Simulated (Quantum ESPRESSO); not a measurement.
Quantum ESPRESSO run on Hf2Se3S3 (Pm, 8 atoms in the cell): self-consistent single point.

Level of theory: PBEsol+U, GBRV 1.5 ultrasoft (PBESOL) pseudopotentials (plane waves; Quantum ESPRESSO).

```
CELL_PARAMETERS angstrom
      5.38649     0.00000     0.00000
      0.00000     3.69176     0.00000
     -1.11752     0.00000     9.49811
ATOMIC_POSITIONS crystal
  Hf 0.72050 0.50000 0.34473
  Hf 0.28088 0.00000 0.65797
  Se 0.47276 0.00000 0.16724
  Se 0.24036 0.50000 0.44661
  Se 0.76116 0.00000 0.55667
  S  0.12149 0.50000 0.81896
  S  0.89321 0.00000 0.19168
  S  0.50964 0.50000 0.81614
```

Reference input (self-consistent single point, DFT, PBEsol, plane waves, GBRV 1.5 ultrasoft (PBESOL) pseudopotentials): ecutwfc = 40 Ry; ecutrho = 320 Ry; occupations = fixed; potentials = {Hf: hf_pbesol_v1.uspp.F.UPF, Se: se_pbesol_v1.uspp.F.UPF, S: s_pbesol_v1.4.uspp.F.UPF}; K_POINTS = automatic 3 4 2 0 0 0; nbnd = 36; conv_thr = 1e-11 Ry; mixing_beta = 0.3. This run's input differs from it in these lines:

```diff
@@ -40,2 +40,4 @@
   -1.11752000     0.00000000     9.49811400
+HUBBARD {ortho-atomic}
+U Hf-5d 6
```

The program printed (abridged):

```
     Self-consistent Calculation

     iteration #  1     ecut=    40.00 Ry     beta= 0.30

     =================== HUBBARD OCCUPATIONS ===================
     ------------------------ ATOM    1 ------------------------
     Tr[ns(  1)] =   1.57590
     eigenvalues:
       0.095  0.113  0.160  0.179  0.241
     ------------------------ ATOM    2 ------------------------
     Tr[ns(  2)] =   1.52750
     eigenvalues:
       0.091  0.111  0.154  0.175  0.232

     Number of occupied Hubbard levels =    3.1034

     negative rho (up, down):  2.276E-01 0.000E+00

     total energy              =    -518.65838689 Ry
   [... lines left out ...]
     estimated scf accuracy    <       0.64358288 Ry

     iteration #  3     ecut=    40.00 Ry     beta= 0.30

     negative rho (up, down):  2.293E-01 0.000E+00

     total energy              =    -518.86054750 Ry
     estimated scf accuracy    <       0.14571316 Ry

   [... 17 blocks of this kind left out ...]

     iteration # 21     ecut=    40.00 Ry     beta= 0.30

     negative rho (up, down):  2.322E-01 0.000E+00

     total energy              =    -518.91104624 Ry
     estimated scf accuracy    <          2.8E-11 Ry

     iteration # 22     ecut=    40.00 Ry     beta= 0.30

     negative rho (up, down):  2.322E-01 0.000E+00
     End of self-consistent calculation

     =================== HUBBARD OCCUPATIONS ===================
     ------------------------ ATOM    1 ------------------------
     Tr[ns(  1)] =   2.05205
     eigenvalues:
       0.088  0.196  0.215  0.246  0.280
     ------------------------ ATOM    2 ------------------------
     Tr[ns(  2)] =   2.04518
     eigenvalues:
       0.088  0.198  0.211  0.247  0.279

     Number of occupied Hubbard levels =    4.0972

     highest occupied, lowest unoccupied level (ev):     7.3601    8.7464

!    total energy              =    -518.91104624 Ry
     estimated scf accuracy    <          2.1E-12 Ry

     Hubbard energy            =       0.69975691 Ry

     convergence has been achieved in  22 iterations

     negative rho (up, down):  2.322E-01 0.000E+00

   [... lines left out ...]
     Total force =     0.035446     Total SCF correction =     0.000003
   [... lines left out ...]

     negative rho (up, down):  2.322E-01 0.000E+00
          total   stress  (Ry/bohr**3)                   (kbar)     P=       14.45
   0.00003122   0.00000000  -0.00000236            4.59        0.00       -0.35
   0.00000000   0.00018822   0.00000000            0.00       27.69        0.00
  -0.00000236   0.00000000   0.00007525           -0.35        0.00       11.07

   JOB DONE.
```

The run converged in 22 iterations. Against the reference run the pressure goes from -3.27 to 1.45 GPa, the largest force goes from 0.289 to 0.432 eV/Å and the gap on the mesh goes from 0.504 to 1.386 eV. The full log also holds: “c_bands:  1 eigenvalues not converged”.

The starting cell comes from a database of computed structures (which also holds hypothetical and non-ambient phases and stackings), without a prior relaxation at this level. Spin-orbit coupling is off. Spin polarisation is off. The U value is a test value, and with U on an open shell several self-consistent states can exist.

Cost on one core of a shared machine: roughly 4 min.
